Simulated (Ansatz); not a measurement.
rock-salt TiN (1 1 0) on polar orthorhombic HfO2 (1 1 0), 1 Al on Ti sites at each interface (film strained to the substrate, started from cuts of the bulks and a machine-learned relaxation; slabs Hf12O26 and N18Ti16Al2, which can lie off the formulas)

A periodic stack without vacuum, rock-salt TiN (1 1 0) on polar orthorhombic HfO2 (1 1 0), 1 Al on Ti sites at each interface (film strained to the substrate, started from cuts of the bulks and a machine-learned relaxation; slabs Hf12O26 and N18Ti16Al2, which can lie off the formulas): substrate slab Hf12O26, film N18Ti16Al2, surface cells [[0, 1], [-1, 0]] and [[-1, 2], [-1, -1]], film strained by -1.9 and -0.4 %, outermost planes O/O and NTi/NTi as cut, which need not be the usual terminations and can put a slab off its formula.

The start was prepared with a machine-learned potential, and the result is one local minimum, with the in-plane cell held and forces under 0.04 eV/Å; the film can end far from its bulk form.

All values below come from PBE (plane waves to 420 eV, PAW; Ansatz, a first-principles code). No spin–orbit coupling; the runs are not spin-polarised; PBE gaps are too small against experiment. Its k-point mesh 4×5×1, Fermi–Dirac width 0.05 eV.

- interface area = 37.4 Å²
- period = 22.39 Å
- heights between the nearest atoms of the two slabs at the two interfaces = 1.14 and 1.09 Å
- Hf–Ti contacts across the interfaces within 1.22 times the sum of covalent radii = 8, mean 3.53 Å
- O–Ti contacts across the interfaces within 1.22 times the sum of covalent radii = 6, mean 2.08 Å
- Al–Hf contacts across the interfaces within 1.22 times the sum of covalent radii = 4, mean 3.34 Å
- Al–O contacts across the interfaces within 1.22 times the sum of covalent radii = 4, mean 1.92 Å

```yaml
crystal:
  lattice:
    - [7.32622, -0.00043, -0.22174]
    - [0.00004, 5.10122, -0.01139]
    - [-0.68001, -0.05316, 22.41986]
  atoms:
    - { symbol: Hf, position: [0.77442, 0.36237, 0.05682] }
    - { symbol: Hf, position: [0.54515, 0.72600, 0.16937] }
    - { symbol: Hf, position: [0.01361, 0.85211, 0.13456] }
    - { symbol: Hf, position: [0.32287, 0.25566, 0.09004] }
    - { symbol: O, position: [0.29811, 0.89194, 0.12621] }
    - { symbol: O, position: [0.86416, 0.73529, 0.03710] }
    - { symbol: O, position: [0.54352, 0.50595, 0.09584] }
    - { symbol: O, position: [0.54522, 0.10952, 0.02935] }
    - { symbol: O, position: [0.84569, 0.54625, 0.15946] }
    - { symbol: O, position: [0.72805, 0.03003, 0.15570] }
    - { symbol: O, position: [0.01539, 0.19089, 0.09138] }
    - { symbol: O, position: [0.21445, 0.46250, 0.02422] }
    - { symbol: Hf, position: [0.27717, 0.26333, 0.25263] }
    - { symbol: Hf, position: [0.00654, 0.75730, 0.33760] }
    - { symbol: Hf, position: [0.54461, 0.77991, 0.32174] }
    - { symbol: Hf, position: [0.82011, 0.25950, 0.22875] }
    - { symbol: O, position: [0.79977, 0.98427, 0.29826] }
    - { symbol: O, position: [0.29660, 0.43710, 0.17310] }
    - { symbol: O, position: [0.02997, 0.47119, 0.27515] }
    - { symbol: O, position: [0.06168, 0.03129, 0.21513] }
    - { symbol: O, position: [0.36552, 0.46969, 0.32974] }
    - { symbol: O, position: [0.24335, 0.98724, 0.33217] }
    - { symbol: O, position: [0.46301, 0.96945, 0.24300] }
    - { symbol: O, position: [0.60088, 0.49915, 0.24504] }
    - { symbol: Hf, position: [0.75816, 0.29879, 0.42859] }
    - { symbol: Hf, position: [0.55294, 0.78954, 0.49709] }
    - { symbol: Hf, position: [0.02190, 0.83257, 0.48889] }
    - { symbol: Hf, position: [0.28487, 0.24276, 0.40637] }
    - { symbol: O, position: [0.30602, 0.97800, 0.47552] }
    - { symbol: O, position: [0.76359, 0.56397, 0.36045] }
    - { symbol: O, position: [0.49568, 0.46978, 0.44584] }
    - { symbol: O, position: [0.56365, 0.01541, 0.39826] }
    - { symbol: O, position: [0.81667, 0.56567, 0.49394] }
    - { symbol: O, position: [0.77648, 0.04899, 0.50448] }
    - { symbol: O, position: [0.99058, 0.06429, 0.41195] }
    - { symbol: O, position: [0.10311, 0.56014, 0.41873] }
    - { symbol: O, position: [0.45792, 0.63037, 0.56976] }
    - { symbol: O, position: [0.11535, 0.90974, 0.57208] }
    - { symbol: N, position: [0.46299, 0.10281, 0.63608] }
    - { symbol: N, position: [0.79676, 0.76862, 0.63477] }
    - { symbol: N, position: [0.13308, 0.43629, 0.63642] }
    - { symbol: N, position: [0.14329, 0.93411, 0.69516] }
    - { symbol: N, position: [0.47322, 0.60757, 0.69538] }
    - { symbol: N, position: [0.80851, 0.27021, 0.69608] }
    - { symbol: N, position: [0.15420, 0.43759, 0.76480] }
    - { symbol: N, position: [0.48880, 0.10687, 0.76565] }
    - { symbol: N, position: [0.82184, 0.77183, 0.76644] }
    - { symbol: N, position: [0.83508, 0.27382, 0.83366] }
    - { symbol: N, position: [0.16727, 0.94045, 0.83170] }
    - { symbol: N, position: [0.50152, 0.60587, 0.83138] }
    - { symbol: N, position: [0.84532, 0.77574, 0.90419] }
    - { symbol: N, position: [0.17960, 0.44619, 0.89977] }
    - { symbol: N, position: [0.51938, 0.10359, 0.90047] }
    - { symbol: N, position: [0.53327, 0.61120, 0.96091] }
    - { symbol: N, position: [0.84570, 0.25341, 0.96814] }
    - { symbol: N, position: [0.19495, 0.94929, 0.96299] }
    - { symbol: Ti, position: [0.30704, 0.27103, 0.69353] }
    - { symbol: Ti, position: [0.64015, 0.94691, 0.69429] }
    - { symbol: Ti, position: [0.97685, 0.59425, 0.69462] }
    - { symbol: Al, position: [0.29603, 0.76946, 0.62288] }
    - { symbol: Ti, position: [0.62387, 0.45335, 0.63469] }
    - { symbol: Ti, position: [0.96804, 0.08198, 0.63386] }
    - { symbol: Ti, position: [0.00606, 0.60285, 0.83441] }
    - { symbol: Ti, position: [0.33019, 0.27901, 0.83298] }
    - { symbol: Ti, position: [0.66766, 0.93897, 0.83410] }
    - { symbol: Ti, position: [0.98238, 0.11051, 0.76437] }
    - { symbol: Ti, position: [0.32219, 0.77216, 0.76408] }
    - { symbol: Ti, position: [0.65997, 0.43306, 0.76471] }
    - { symbol: Al, position: [0.68781, 0.91545, 0.97551] }
    - { symbol: Ti, position: [0.04774, 0.62794, 0.96611] }
    - { symbol: Ti, position: [0.35757, 0.27667, 0.96002] }
    - { symbol: Ti, position: [0.68191, 0.43831, 0.90206] }
    - { symbol: Ti, position: [0.00964, 0.10937, 0.90248] }
    - { symbol: Ti, position: [0.35317, 0.77495, 0.90086] }
```
